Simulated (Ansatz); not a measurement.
Band structure of LaOF (R-3m, 6 atoms in the cell).

```yaml
crystal:
  lattice:
    - [2.06074, 1.18977, 6.85773]
    - [-2.06074, 1.18977, 6.85773]
    - [0.00000, -2.37954, 6.85773]
  atoms:
    - { symbol: La, position: [0.74190, 0.74190, 0.74190] }
    - { symbol: La, position: [0.25810, 0.25810, 0.25810] }
    - { symbol: O, position: [0.62271, 0.62271, 0.62271] }
    - { symbol: O, position: [0.37729, 0.37729, 0.37729] }
    - { symbol: F, position: [0.87066, 0.87066, 0.87066] }
    - { symbol: F, position: [0.12934, 0.12934, 0.12934] }
```

Computed with LDA (PW92), PAW files made with PBE (plane waves; Ansatz, a program for electronic structure).

Settings: basis.ecutwfc = 30.9 Ry; kpoints.mp_grid.grid = 7 7 7; hamiltonian.xc = lda; hamiltonian.pseudopotentials = {kind: paw} (an earlier, softer set of the program's PAW files); scf.occupations.method = fixed; kpoints.band_path.path = [[0.0, 0.0, 0.0], [0.5, 0.0, 0.0], [0.5, 0.18673334, -0.18673334]]; kpoints.band_path.npoints = 8.

The starting cell comes from a database of computed structures (which also holds hypothetical and non-ambient phases and stackings), without a prior relaxation at this level. Its lattice was rescaled by a random factor within 2.5 % of one.

Task: Predict the gap along the standard path and the places of the band edges.

Result: The gap along the path is 4.02 eV, direct at a point between L and B1 to within 0.01 eV.

Levels in eV from the top of the valence band on the path, bands 21 to 28:
```tsv
point	21	22	23	24	25	26	27	28
Γ	-1.29	-1.09	-1.09	-0.40	4.21	4.78	4.81	4.81
L	-1.19	-0.62	-0.43	-0.38	4.23	4.59	4.66	4.80
B1	-1.05	-0.90	-0.81	-0.01	4.03	4.55	4.69	4.78
```

Keys are those of Ansatz 0.2.
